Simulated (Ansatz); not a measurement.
This Ansatz (an electronic-structure program) input is the reference run, BeTe in the zinc blende structure (space group F-43m, No. 216), computed with PBEsol, PAW, 420 eV (Ansatz; no spin-orbit coupling):

Ansatz 0.2 input:
```yaml
crystal:
  lattice:
    - [0, 2.8022045296, 2.8022045296]
    - [2.8022045296, 0, 2.8022045296]
    - [2.8022045296, 2.8022045296, 0]
  atoms:
    - { symbol: Te, position: [0.75, 0.75, 0.75] }
    - { symbol: Be, position: [0, 0, 0] }
basis: { ecutwfc: 420, ecutrho_ratio: 4, xc_grid: 2, fft_grid_basis: typed }
kpoints: { mp_grid: { grid: [10, 10, 10] } }
hamiltonian:
  xc: pbesol
  dispersion: none
  pseudopotentials: { kind: paw }
scf: { occupations: { method: fermi_dirac, width: 0.05 }, convergence: { dr2_threshold: 0.0000000002 } }
output: { forces: true, stress: true }
```

Problem. Write the input for this change: uniaxial stress, 1 GPa tension along x, with the cell and atoms free to relax against it.

Solution. 
Ansatz 0.2 input:
```yaml
crystal:
  lattice:
    - [0, 2.8022045296, 2.8022045296]
    - [2.8022045296, 0, 2.8022045296]
    - [2.8022045296, 2.8022045296, 0]
  atoms:
    - { symbol: Te, position: [0.75, 0.75, 0.75] }
    - { symbol: Be, position: [0, 0, 0] }
basis: { ecutwfc: 420, ecutrho_ratio: 4, xc_grid: 2, fft_grid_basis: typed }
kpoints: { mp_grid: { grid: [10, 10, 10] } }
hamiltonian:
  xc: pbesol
  dispersion: none
  pseudopotentials: { kind: paw }
scf: { occupations: { method: fermi_dirac, width: 0.05 } }
relax: { f_tol: 0.005, max_steps: 50, cell: { stress_tol: 0.01, sigma_target: [-1, 0, 0, 0, 0, 0] } }
output: { forces: true, stress: true }
checkpoint: { write: state.ck, write_every: 1000 }
```
This is the input that was run.

Load acts through the strain it causes; cell and atoms are relaxed under it. sigma_target is in GPa, compression positive, in the order xx, yy, zz, yz, xz, xy. Beyond what the load breaks, stability against distortions was not tested.
